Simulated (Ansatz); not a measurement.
Functionals compared on Cl on the 1x1 (111) surface of fcc Pt, one in a 2x2 cell, started at the site 'hollow Pt-Pt-Pt over Pt at depth 4.6 Å', in Ansatz (plane waves, PAW). The structure was relaxed with PBE; the other rows are single points on it, each with its references at the same level. Cutoff 420 eV (500 eV for r2SCAN).

Model: 17-atom slab, 6.9 Å thick at the start under the adsorbate (thin: gaps and levels are the slab's own), 6x6x1 mesh, Fermi-Dirac 0.1 eV, dipole correction, 8 atoms held, the rest relaxed; symmetry of the start imposed; no spin, no spin-orbit, no U, no dispersion correction. At the end it is bonded to 3 Pt. In PBE it is, or lies within 0.03 eV of, the lowest of the starts that converged. These notes are the PBE run's. Adsorption energies are against ½ Cl2(g). A negative adsorption energy means that the adsorbate is more stable on the surface than in its reference.

```json
[
 {"functional": "PBE", "adsorption energy (eV)": "-1.07", "work function of the top face (eV)": "5.33", "change of the work function (eV)": "-0.35", "rough cost of the single point": "–"},
 {"functional": "RPBE", "adsorption energy (eV)": "-0.79", "work function of the top face (eV)": "5.22", "change of the work function (eV)": "-0.29", "rough cost of the single point": "roughly 80 core-seconds"},
 {"functional": "r2SCAN", "adsorption energy (eV)": "-1.39", "work function of the top face (eV)": "5.46", "change of the work function (eV)": "-0.29", "rough cost of the single point": "roughly 4 core-minutes"}
]
```

Ansatz is a program for electronic structure.
